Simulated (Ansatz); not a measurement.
The starting structures come from a database of crystals and need not be the phases stable at ambient conditions.

Inside the gap of an insulator the Bloch states are evanescent, with a wavenumber k + iκ along the transport direction.

Data:

```yaml
crystal:
  lattice:
    - [8.66524, 0.00000, 0.00000]
    - [0.00000, 8.66524, 0.00000]
    - [4.33262, -4.33262, 3.69021]
  atoms:
    - { symbol: Tl, position: [0.25000, 0.75000, 0.50000] }
    - { symbol: Tl, position: [0.75000, 0.25000, 0.50000] }
    - { symbol: In, position: [0.25000, 0.25000, 0.50000] }
    - { symbol: In, position: [0.75000, 0.75000, 0.50000] }
    - { symbol: Te, position: [0.82250, 0.67750, 0.00000] }
    - { symbol: Te, position: [0.17750, 0.32250, 0.00000] }
    - { symbol: Te, position: [0.32250, 0.82250, 0.00000] }
    - { symbol: Te, position: [0.67750, 0.17750, 0.00000] }
```

Space group of this cell: I4/mcm. The cell was relaxed by PBE-D3(BJ); by r2SCAN its mean pressure is -0.7 GPa.

Transport runs along the normal of the first two printed cell vectors, the (001) plane of the conventional cell.

The gap is the functional's own, uncorrected, and κ follows it; spin-orbit coupling is left out. Mid-gap values are interpolated between the computed energies.

Q: State the band gap and the smallest decay constant κ at mid-gap according to r2SCAN run with Ansatz (a first-principles code).

A: Gap 0.86 eV on a 8×8×8 mesh; κ = 0.117 1/Å, at (0.500, 0.500) of the in-plane reciprocal vectors. At the zone centre, at the nearest computed energy, the slowest state has κ = 0.16 1/Å.
